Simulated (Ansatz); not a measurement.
CdSe: response to strain

The parent structure is CdSe in the zinc blende structure (space group F-43m, No. 216; a = 6.007 Å).

Strains are applied to the cell and any free atomic positions relax.

All numbers come from Ansatz (a first-principles code), LDA, PAW, cutoff 420 eV, scalar-relativistic without spin-orbit coupling.

```
isotropic strain (%)  pressure (GPa)
--------------------  --------------
-2.5                             5.3
-2                               4.1
-1.5                             2.9
-1                               1.9
-0.5                               ?
0                                0.0
0.5                             -0.8
2                               -3.0
3                               -4.2
```

Question: Fit P = P₀ − Bδ + Cδ² with δ = (1 + ε)³ − 1 to the rows shown and predict the withheld row.

Answer: Least squares on the printed values gives P₀ = 0.0 GPa, B = 59.8 GPa, C = 160 GPa (largest residual 0.1 GPa); this predicts 0.9 GPa, and the run gives 0.9 GPa, in agreement.

Whether these cells are dynamically stable was not tested.
